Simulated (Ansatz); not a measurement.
An Ansatz (a quantum-chemistry and plane-wave program) input (LDA in Ansatz (plane waves to 420 eV, PAW, without spin-orbit coupling)):

Ansatz 0.2 input:
```yaml
crystal:
  lattice:
    - [0, 3.0582220513, 3.0582220513]
    - [3.0582220513, 0, 3.0582220513]
    - [3.0582220513, 3.0582220513, 0]
  atoms:
    - { symbol: In, position: [0, 0, 0] }
    - { symbol: As, position: [0.25, 0.25, 0.25] }
basis: { ecutwfc: 420, ecutrho_ratio: 4, xc_grid: 2, fft_grid_basis: typed }
kpoints: { mp_grid: { grid: [10, 10, 10] } }
hamiltonian:
  xc: lda
  dispersion: none
  pseudopotentials: { kind: paw }
scf: { occupations: { method: fermi_dirac, width: 0.05 }, convergence: { dr2_threshold: 0.0000000002 } }
relax: { f_tol: 0.005, max_steps: 50 }
output: { forces: true, stress: true }
checkpoint: { write: state.ck, write_every: 1000 }
```

**Question.** Which symmetry and how many k-points will the program report, and about how many plane waves at Γ?

**Answer.** Space group F-43m (ITA 216) with 24 operations, k-points 47 of 1000, and 1139 plane waves at Γ.

**Question.** And the final pressure?

**Answer.** -2.42 GPa (compression positive).

A case with no gap was solved on a k-mesh chosen for an insulator, which is coarse for it. The cells carry an imposed strain or load. No phonon test of stability was made. All final runs are without spin polarisation. The cell was made from InAs in the zinc blende structure (space group F-43m, No. 216) by this change: isotropic strain +1.50 %.
